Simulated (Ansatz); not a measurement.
**Effect of biaxial strain +1.67 %, plane normal [111], relaxed out of plane on InSb**

Base system: InSb in the zinc blende structure (space group F-43m, No. 216; a = 6.5189 Å). Axes: x, y, z lie along the cube axes.

Modification: tensile biaxial strain of 1.67 % in the plane normal to [111], as in epitaxy on a mismatched substrate; the out-of-plane cell vector and the atoms relax.

All numbers come from Ansatz (a program for electronic structure) PBEsol, no spin-orbit coupling. k-mesh 12×12×12 (Γ-centred); smearing 0.05 eV (Fermi–Dirac).

| quantity | base | changed | shift |
|---|---|---|---|
| volume per atom | 34.63 Å³ | 35.43 Å³ | +0.80 Å³ |
| space group | F-43m (No. 216) | R3m (No. 160) | – |
| energy relative to the base (free energy F) | 0 meV/atom | +5.2 meV/atom | +5.2 meV/atom |
| pressure (mean of the normal stresses, compression positive) | 0.0 GPa | -0.9 GPa | -0.9 GPa |
| band gap | zero | zero | – |
| valley order (the lowest conduction-band minima on the path, energy above the VBM, named in the base's zone) | – | Γ 0.04 eV; L along [111] 0.13 eV; L along [1-1-1] 0.40 eV; a point along [001], about 0.8 Å⁻¹ from Γ 1.10 eV | – |
| out-of-plane strain (rough) | – | -1.01 % | – |
| mean in-plane stress (compression positive) (rough) | – | -1.4 GPa | – |

Without a gap, meshes like the base's 12×12×12 leave anisotropic stresses uncertain by several tenths of a GPa, and small strain energies with them. With Sb present, leaving out spin-orbit coupling can change the band edges. No phonon test of stability was made. The final runs are not spin-polarised. Gaps under 0.05 eV, about the width of the smearing, are given as zero. A zero or small gap of InSb can be the functional's error rather than a property of the material.
